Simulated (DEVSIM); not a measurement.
Device: Schottky contact on n-type GaSb, at 300 K.

Layer 1 from the left is GaSb, thickness (μm) 3.80, Nd (cm⁻³) 9.7e16, τn (s) 1.1e-9, τp (s) 1.1e-9.

Left contact: Schottky, work function 4.43 eV, emission velocity 3e6 cm/s. Right contact: ohmic. Voltage is applied to the left contact. Recombination: SRH at mid-gap. Mobility is μmin + (μ − μmin)/(1 + (N/Nref)^α).

Constants are typed, rounded textbook-type inputs, not results; the design itself was drawn at random and stands for no fabricated device. Values at 300 K.

GaSb: gap (eV) 0.726, affinity (eV) 4.06, permittivity 15.7, Nc (cm⁻³) 2.1e17, Nv (cm⁻³) 1.8e19, μn (cm²/Vs) 5000, μp (cm²/Vs) 850, μn,min 1000, μp,min 190, Nref,n 2.8e17, Nref,p 9e17, αn 1.05, αp 0.65.

### Question
Estimate by hand the built-in potential, the peak field at zero bias, and compare with a numerical solution.

### Answer

- Built-in potential: barrier φB = 0.370 eV; Vbi = φB − kT/q ln(N_band/N) = 0.350 V; numerical 0.350 V.
- Peak field at zero bias: depletion approximation: W = √(2εVbi/(qN)) = 0.0791 μm with N = 9.70e16 cm⁻³; field = 2Vbi/W = 88500 V/cm; numerical 84600 V/cm (estimate above by 4.6 %).

Simulated with DEVSIM: 1D drift-diffusion, Boltzmann statistics, complete ionisation; no tunnelling, impact ionisation, image-force lowering or self-heating. Metal contacts follow the ideal Schottky-Mott rule: no Fermi-level pinning, no interface dipoles.
